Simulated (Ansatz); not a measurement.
Structures of equal composition on the (111) surface of fcc Ir: a layer of Ag in place of the second plane; a layer of Ag in place of the third plane. The slabs share one bottom face, and each structure is named by its start. These are constructed structures in small cells; real faces may alloy, dewet or reconstruct in larger ones, and not all known structures of the face are among them. Slabs of about 11 Å, Fermi-Dirac smearing of 0.1 eV. Bottom of the slabs: a bare face, its two planes held. Relaxed from the named starts with such symmetry as they have, on meshes of like density; energies extrapolated to zero smearing; spin only where a row says so; no spin-orbit coupling, no U. Brackets mark spin-polarised runs, whose order is one that fits the cell.

Computed with PBE (plane waves to 420 eV, PAW; Ansatz, a quantum-chemistry and plane-wave program).

Problem. Order them by energy per 1x1 cell (lowest first) at the level PBE.

Solution. a layer of Ag in place of the second plane (0.000 eV), a layer of Ag in place of the third plane (0.059 eV)
